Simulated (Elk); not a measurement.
A self-consistent single point of Sn₂Ir (Fm-3m, 3 atoms in the cell) with Elk.

Computed with LDA (PW92), all-electron FP-LAPW, Elk's shipped species files, default APW+lo basis (Elk).

```xyz
3
Lattice="0.0000 3.1835 3.1835 3.1835 0.0000 3.1835 3.1835 3.1835 0.0000" Properties=species:S:1:pos:R:3 pbc="T T T"
Sn     4.7753     4.7753     4.7753
Sn     1.5918     1.5918     1.5918
Ir     0.0000     0.0000     0.0000
```

Reference input (self-consistent single point, DFT, PBEsol, all-electron FP-LAPW, Elk's shipped species files, default APW+lo basis): xctype = 22; swidth = 0.00367493 Ha; ngridk = 12 12 12; rmtscf = 0.91; maxscl = 100. This run's input differs from it in these lines:

```diff
@@ -2,5 +2,2 @@
   0
-
-xctype
-  22
```

Log, with long lists cut:

```
│ Self-consistent loop started │
│ Loop number : 1 │
 total energy                :     -30221.0692542
│ Loop number : 2 │
 total energy                :     -30220.3273484
RMS change in Kohn-Sham potential (target) :   0.1661879578     (  0.1000000000E-05)
Absolute change in total energy (target)   :   0.7419057549     (  0.1000000000E-03)
│ Loop number : 3 │
 total energy                :     -30215.5357581
RMS change in Kohn-Sham potential (target) :   0.1178881827     (  0.1000000000E-05)
Absolute change in total energy (target)   :    4.977066724     (  0.1000000000E-03)
│ Loop number : 4 │
   [... lines left out ...]
Absolute change in total energy (target)   :   0.2296719475E-02 (  0.1000000000E-03)
│ Loop number : 14 │
 total energy                :     -30195.6207301
RMS change in Kohn-Sham potential (target) :   0.8747944188E-06 (  0.1000000000E-05)
Absolute change in total energy (target)   :   0.6396646422E-03 (  0.1000000000E-03)
│ Loop number : 15 │
 total energy                :     -30195.6209028
RMS change in Kohn-Sham potential (target) :   0.1979124352E-06 (  0.1000000000E-05)
Absolute change in total energy (target)   :   0.1276782132E-04 (  0.1000000000E-03)
Convergence targets achieved

│ Loop number : 16 │

Energies :
 Fermi                       :     0.305111013134
 total energy                :     -30195.6209553

Density of states at Fermi energy :    39.40009300
 (states/Hartree/unit cell)

Estimated indirect band gap :   0.9775183482E-03
 from k-point     44 to k-point     28
Estimated direct band gap   :   0.1988485658E-01
 at k-point     14

Charges :
 core                        :    108.0000000
 valence                     :    69.00000000
 interstitial                :    6.063761267
 muffin-tins (core leakage)
  species :    1 (Sn)
   atom    1                 :    47.59713742     (  0.2752669371E-03)
   atom    2                 :    47.59713742     (  0.2752669371E-03)
  species :    2 (Ir)
   atom    1                 :    75.74196390     (  0.9035193981E-03)
 total in muffin-tins        :    170.9362387
 total calculated charge     :    176.9930612
 total charge                :    177.0000000
 error                       :   0.6938827541E-02

│ Self-consistent loop stopped │
```

The run converged in 16 iterations. The count includes the last loop, which Elk runs after its targets are met. 

The starting cell comes from a database of computed structures (which also holds hypothetical and non-ambient phases and stackings), without a prior relaxation at this level. Spin-orbit coupling is off. Spin polarisation is off. Values depend on the basis (sphere radii, cutoffs, local orbitals), which need not be converged. The log's line on a gap gives a spacing of levels on this mesh, which the program prints for metals too.
